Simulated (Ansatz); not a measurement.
## hcp Zr (1 1 0) on alpha quartz (1 0 0) (film strained to the substrate, started from cuts of the bulks and a machine-learned relaxation; slabs Si7O16 and Zr12, which can lie off the formulas)

A periodic stack without vacuum, hcp Zr (1 1 0) on alpha quartz (1 0 0) (film strained to the substrate, started from cuts of the bulks and a machine-learned relaxation; slabs Si7O16 and Zr12, which can lie off the formulas): substrate slab Si7O16, film Zr12, surface cells [[0, 1], [-1, 0]] and [[0, 1], [-1, 0]], film strained by -2.9 and -1.6 %, outermost planes O/O and Zr/Zr as cut, which need not be the usual terminations and can put a slab off its formula.

The start was prepared with a machine-learned potential, and the result is one local minimum, with the in-plane cell held and forces under 0.04 eV/Å; the film can end far from its bulk form.

Method: PBE (plane waves to 420 eV, PAW; Ansatz, a quantum-chemistry and plane-wave program). No spin–orbit coupling; the runs are not spin-polarised; PBE gaps are too small against experiment. Its k-point mesh 6×6×1, Fermi–Dirac width 0.05 eV.

- interface area = 27.7 Å²
- period = 22.37 Å
- heights between the nearest atoms of the two slabs at the two interfaces = 1.07 and 1.84 Å
- O–Zr contacts across the interfaces within 1.22 times the sum of covalent radii = 5, mean 2.06 Å
- Si–Zr contacts across the interfaces within 1.22 times the sum of covalent radii = 4, mean 3.36 Å

```yaml
crystal:
  lattice:
    - [5.50910, -0.00010, 0.06845]
    - [-0.00013, 5.02109, 0.01822]
    - [-1.09685, -1.59287, 22.35503]
  atoms:
    - { symbol: Si, position: [0.42681, 0.97000, 0.08743] }
    - { symbol: O, position: [0.29272, 0.16471, 0.13752] }
    - { symbol: O, position: [0.58708, 0.15283, 0.04580] }
    - { symbol: O, position: [0.22398, 0.79395, 0.04679] }
    - { symbol: O, position: [0.61054, 0.76956, 0.12148] }
    - { symbol: Si, position: [0.44370, 0.50282, 0.28321] }
    - { symbol: Si, position: [0.09448, 0.19932, 0.18902] }
    - { symbol: Si, position: [0.75924, 0.69547, 0.18144] }
    - { symbol: O, position: [0.33238, 0.70309, 0.33563] }
    - { symbol: O, position: [0.96955, 0.91559, 0.20131] }
    - { symbol: O, position: [0.57280, 0.68272, 0.23621] }
    - { symbol: O, position: [0.22854, 0.31622, 0.25156] }
    - { symbol: O, position: [0.88468, 0.40554, 0.16880] }
    - { symbol: O, position: [0.64226, 0.31196, 0.31482] }
    - { symbol: Si, position: [0.47404, 0.02845, 0.47684] }
    - { symbol: Si, position: [0.11812, 0.74159, 0.38297] }
    - { symbol: Si, position: [0.79204, 0.22983, 0.37395] }
    - { symbol: O, position: [0.37860, 0.24735, 0.52990] }
    - { symbol: O, position: [0.99656, 0.45564, 0.39530] }
    - { symbol: O, position: [0.61630, 0.20040, 0.43025] }
    - { symbol: O, position: [0.23066, 0.88160, 0.44600] }
    - { symbol: O, position: [0.91452, 0.94172, 0.35722] }
    - { symbol: O, position: [0.63950, 0.80647, 0.50854] }
    - { symbol: Zr, position: [0.10584, 0.11967, 0.58940] }
    - { symbol: Zr, position: [0.56002, 0.58689, 0.57759] }
    - { symbol: Zr, position: [0.67160, 0.11447, 0.67077] }
    - { symbol: Zr, position: [0.04514, 0.62269, 0.66249] }
    - { symbol: Zr, position: [0.17792, 0.14057, 0.73627] }
    - { symbol: Zr, position: [0.54524, 0.63863, 0.73805] }
    - { symbol: Zr, position: [0.68580, 0.16313, 0.81176] }
    - { symbol: Zr, position: [0.05224, 0.66215, 0.81038] }
    - { symbol: Zr, position: [0.19294, 0.18343, 0.88353] }
    - { symbol: Zr, position: [0.56523, 0.68386, 0.88218] }
    - { symbol: Zr, position: [0.67595, 0.20298, 0.96361] }
    - { symbol: Zr, position: [0.10756, 0.71124, 0.96363] }
```
